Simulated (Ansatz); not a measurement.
Ansatz (a first-principles code) run on a (001) slab of YCu5 (cut from a parent of space group no. 191; 12 atoms in the cell): self-consistent single point.

Method: LDA (PW92), default PAW files made with PBE (plane waves; Ansatz).

```yaml
crystal:
  lattice:
    - [4.98769, 0.00000, 0.00000]
    - [-2.49385, 4.31947, 0.00000]
    - [0.00000, 0.00000, 20.03210]
  atoms:
    - { symbol: Y, position: [0.00000, 0.00000, 0.44981] }
    - { symbol: Cu, position: [0.33333, 0.66667, 0.44981] }
    - { symbol: Cu, position: [0.66667, 0.33333, 0.44981] }
    - { symbol: Cu, position: [0.50000, 0.00000, 0.34944] }
    - { symbol: Cu, position: [0.50000, 0.50000, 0.34944] }
    - { symbol: Cu, position: [0.00000, 0.50000, 0.34944] }
    - { symbol: Y, position: [0.00000, 0.00000, 0.65056] }
    - { symbol: Cu, position: [0.33333, 0.66667, 0.65056] }
    - { symbol: Cu, position: [0.66667, 0.33333, 0.65056] }
    - { symbol: Cu, position: [0.50000, 0.00000, 0.55019] }
    - { symbol: Cu, position: [0.50000, 0.50000, 0.55019] }
    - { symbol: Cu, position: [0.00000, 0.50000, 0.55019] }
```

Reference input (self-consistent single point, DFT, LDA (PW92), plane waves, default PAW files made with PBE): basis.ecutwfc = 420 eV; kpoints.mp_grid.grid = 5 5 1; hamiltonian.xc = lda; hamiltonian.pseudopotentials = {kind: paw} (the program's default PAW files); scf.occupations.method = fermi_dirac; scf.occupations.width = 0.1 eV. This run's input differs from it in these lines:

Ansatz 0.2 input:
```diff
@@ -23,3 +23,3 @@
   mp_grid:
-    grid: [5, 5, 1]
+    grid: [17, 17, 1]
 hamiltonian:
```

Log, with long lists cut:

```
SCF iter   1: F=—  HF=-73045.889687 eV  |F-HF|=—  |Δ(HF+E_count)|=         —  Δρ=1.05e-2  dr2=2.83e0  ethr=1.77e-3  ⟨swp⟩=7.3  Hψ=17132  notcnv=0  defer=72
all-band conjugate gradients solve this SCF's bands
preconditioner: auto → LDOS
SCF iter   2: F=—  HF=-73046.185504 eV  |F-HF|=—  |Δ(HF+E_count)|=   2.96e-1  Δρ=2.73e-2  dr2=1.88e0  ethr=1.34e-3  ⟨swp⟩=2.5  Hψ=7267  notcnv=0  defer=211
   [... lines left out ...]
SCF iter   8: F=—  HF=-73045.753439 eV  |F-HF|=—  |Δ(HF+E_count)|=   2.60e-5  Δρ=5.81e-5  dr2=2.03e-5  ethr=1.01e-7  ⟨swp⟩=2.0  Hψ=5738  notcnv=0  defer=197
SCF iter   9: F=—  HF=-73045.753413 eV  |F-HF|=—  |Δ(HF+E_count)|=   2.55e-5  Δρ=3.44e-5  dr2=5.60e-6  ethr=9.58e-9  ⟨swp⟩=2.0  Hψ=6031  notcnv=0  defer=197
SCF iter  10: F=—  HF=-73045.753415 eV  |F-HF|=—  |Δ(HF+E_count)|=   2.00e-6  Δρ=2.44e-5  dr2=2.19e-6  ethr=2.64e-9  ⟨swp⟩=2.0  Hψ=5923  notcnv=0  defer=197
SCF iter  11: F=-73045.753416 eV  HF=-73045.753416 eV  |F-HF|=2.03e-7  |Δ(HF+E_count)|=   2.44e-7  Δρ=4.83e-6  dr2=8.61e-8  ethr=4.72e-11  ⟨swp⟩=13.5  Hψ=22181  notcnv=0
SCF 1 converged in 11 iterations: F = -73045.753416 eV  dr2 = 8.61e-8
Free energy (F): -73045.753416 eV
Internal energy: -73045.538476 eV  (E = F + TS)
E sigma→0 (E₀):  -73045.645946 eV
Entropy (-TS):   -0.214940 eV (-17.912 meV/atom)
Fermi energy:    3.326579 eV
--- Forces (eV/Å), atoms counted from 1 ---
  atom   1  Y     -0.00000000    -0.00000000    -0.19718400
  atom   2  Cu    -0.00000000     0.00000000    -0.22220608
  atom   3  Cu     0.00000000    -0.00000000    -0.22220608
  atom   4  Cu     0.00000000     0.00000000     0.52689246
  atom   5  Cu     0.00000000    -0.00000000     0.52689246
  atom   6  Cu     0.00000000     0.00000000     0.52689246
  atom   7  Y      0.00000000    -0.00000000    -0.48087581
  atom   8  Cu     0.00000000    -0.00000000    -0.27165777
   [... lines left out ...]
  atom  12  Cu     0.00000000     0.00000000     0.02829089
--- Stress (GPa, compression-positive) ---
       -4.007762       0.000000       0.000000
       -0.000000      -4.007762      -0.000000
        0.000000      -0.000000      -2.647933
  P = ⅓ Tr σ = -3.5545 GPa (-35.545 kbar)
  The stress holds the Pulay correction. Without it, at fixed plane waves, as pw.x and ABINIT print it: P = -3.5812 GPa
```

The run converged in 11 iterations. Against the reference run the free energy drops by 3.5 meV/atom and the largest force hardly changes (0.529 to 0.527 eV/Å).

The starting cell comes from a database of computed structures (which also holds hypothetical and non-ambient phases and stackings), without a prior relaxation at this level. The slab is cut from that crystal, and its faces are unrelaxed. Its lattice was rescaled by up to half a per cent. Spin polarisation is off. The two faces of this cut differ, and no dipole correction was used.

Cost on one core of a shared machine: roughly 4 min.
